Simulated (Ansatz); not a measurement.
Results of r²SCAN in Ansatz (PAW) for Hf (Im-3m, No. 229, 1 atom in the cell; start mp-100; high-temperature phase).

Settings: plane-wave cutoff 560 eV, 22×22×22 k mesh, Fermi–Dirac smearing 0.05 eV, scalar-relativistic PAW data made under PBE.

Cell (relaxed at this level):

Hf is modelled in the cubic space group Im-3m (No. 229), the bcc (W type) structure, Pearson symbol cI2. Cell: a = 3.539 Å, b = 3.539 Å, c = 3.539 Å, α = 90.00°, β = 90.00°, γ = 90.00°. Hf on 2a sees 8 Hf at 3.065 Å and 6 Hf at 3.539 Å. (Neighbours: up to the widest gap in distance over summed covalent radii, below 1.35, at either atom.)
(The calculation used a cell of 1 atom; values per cell refer to that cell.)

### Question
What does this level give for the bulk modulus B0?

### Answer

- bulk modulus B0: 101 GPa

The run finds no gap.

Note: the bulk modulus is −V dP/dV from two relaxed cells at ±2 % in volume; the relaxation could not lower the start's symmetry, so the cell can be a saddle point above a distorted one.

Spin–orbit coupling is not included.

It cost very roughly 120 core-seconds of CPU time.

A start named mp-… is a Materials Project structure, which need not be a measured phase.

Ansatz is a first-principles code.
